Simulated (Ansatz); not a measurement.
Ansatz (a program for electronic structure) run on CoSn (P6mm, 6 atoms in the cell): self-consistent single point.

Method of the run: LDA (PW92), default PAW files made with PBE (plane waves; Ansatz).

The change in words: lattice scaled by 0.98; basis.ecutwfc: 30.9 Ry → 12.5 Ry. Reference geometry:
```yaml
crystal:
  lattice:
    - [5.21981, 0.00000, 0.00000]
    - [-2.60990, 4.52049, 0.00000]
    - [0.00000, 0.00000, 4.16665]
  atoms:
    - { symbol: Co, position: [0.00000, 0.50000, 0.00000] }
    - { symbol: Co, position: [0.50000, 0.00000, 0.00000] }
    - { symbol: Co, position: [0.50000, 0.50000, 0.00000] }
    - { symbol: Sn, position: [0.66667, 0.33333, 0.50000] }
    - { symbol: Sn, position: [0.33333, 0.66667, 0.50000] }
    - { symbol: Sn, position: [0.00000, 0.00000, 0.01200] }
```

Reference input (self-consistent single point, DFT, LDA (PW92), plane waves, default PAW files made with PBE): basis.ecutwfc = 30.9 Ry; kpoints.mp_grid.grid = 5 5 6; hamiltonian.xc = lda; hamiltonian.pseudopotentials = {kind: paw} (the program's default PAW files); scf.occupations.method = gaussian; scf.occupations.width = 0.0073 Ry. This run's input differs from it in these lines:

Ansatz 0.2 input:
```diff
@@ -2,5 +2,5 @@
   lattice:
-    - [5.219810, 0.000000, 0.000000]
-    - [-2.609905, 4.520488, 0.000000]
-    - [0.000000, 0.000000, 4.166652]
+    - [5.115414, 0.000000, 0.000000]
+    - [-2.557707, 4.430078, 0.000000]
+    - [0.000000, 0.000000, 4.083319]
   atoms:
@@ -13,3 +13,3 @@
 basis:
-  ecutwfc: 30.9 Ry
+  ecutwfc: 12.5 Ry
 kpoints:
```

Log, with long lists cut:

```
SCF iter   1: F=—  HF=-32655.646267 eV  |F-HF|=—  |Δ(HF+E_count)|=         —  Δρ=5.63e-1  dr2=1.36e2  ethr=1.77e-3  ⟨swp⟩=6.8  Hψ=4342  notcnv=0  defer=4
all-band conjugate gradients solve this SCF's bands
preconditioner: auto → LDOS
SCF iter   2: F=—  HF=-32677.633556 eV  |F-HF|=—  |Δ(HF+E_count)|=    2.20e1  Δρ=7.24e-1  dr2=2.53e2  ethr=1.77e-3  ⟨swp⟩=3.0  Hψ=2879  notcnv=0  defer=61
   [... lines left out ...]
SCF iter   7: F=—  HF=-32610.078310 eV  |F-HF|=—  |Δ(HF+E_count)|=   1.78e-2  Δρ=9.23e-4  dr2=6.38e-4  ethr=1.85e-4  ⟨swp⟩=1.4  Hψ=1132  notcnv=0  defer=46
SCF iter   8: F=—  HF=-32610.078422 eV  |F-HF|=—  |Δ(HF+E_count)|=   1.12e-4  Δρ=3.35e-4  dr2=7.97e-5  ethr=6.86e-7  ⟨swp⟩=2.0  Hψ=1431  notcnv=0  defer=46
SCF iter   9: F=—  HF=-32610.078417 eV  |F-HF|=—  |Δ(HF+E_count)|=   5.09e-6  Δρ=3.88e-5  dr2=9.24e-7  ethr=8.57e-8  ⟨swp⟩=1.4  Hψ=1110  notcnv=0  defer=46
SCF iter  10: F=-32610.078417 eV  HF=-32610.078417 eV  |F-HF|=6.62e-9  |Δ(HF+E_count)|=   6.01e-8  Δρ=6.31e-6  dr2=1.91e-8  ethr=1.08e-10  ⟨swp⟩=9.4  Hψ=4544  notcnv=0
SCF 1 converged in 10 iterations: F = -32610.078417 eV  dr2 = 1.91e-8
Free energy (F): -32610.078417 eV
Internal energy: -32610.050444 eV  (E = F + TS)
E sigma→0 (E₀):  -32610.064430 eV
Entropy (-TS):   -0.027973 eV (-4.662 meV/atom)
Fermi energy:    15.710134 eV
--- Forces (eV/Å), atoms counted from 1 ---
  atom   1  Co    -0.00000000    -0.00000000     0.07031083
  atom   2  Co     0.00000000     0.00000000     0.07031083
  atom   3  Co    -0.00000000     0.00000000     0.07031083
  atom   4  Sn     0.00000000    -0.00000000     0.14013424
  atom   5  Sn    -0.00000000     0.00000000     0.14013424
  atom   6  Sn     0.00000000     0.00000000    -0.49080973
--- Stress (GPa, compression-positive) ---
        1.217074      -0.000000       0.000000
       -0.000000       1.217074      -0.000000
       -0.000000      -0.000000       9.476347
  P = ⅓ Tr σ = 3.9702 GPa (39.702 kbar)
  The stress holds the Pulay correction. Without it, at fixed plane waves, as pw.x and ABINIT print it: P = -1475.8941 GPa
```

The run converged in 10 iterations. Against the reference run the free energy goes up by 36.3 eV/atom, the pressure goes from -4.05 to 3.97 GPa and the largest force goes from 0.206 to 0.491 eV/Å.

The starting cell comes from a database of computed structures (which also holds hypothetical and non-ambient phases and stackings), without a prior relaxation at this level. Its lattice was rescaled by up to half a per cent. One atom was moved a little off its site on purpose. For this run, on top of that: lattice scaled by 0.98. Spin polarisation is off. Ansatz's pressure includes its estimate of the finite-basis (Pulay) stress. Without the estimate this run gives -1475.89 GPa. The cutoff lies below the one recommended for these files.
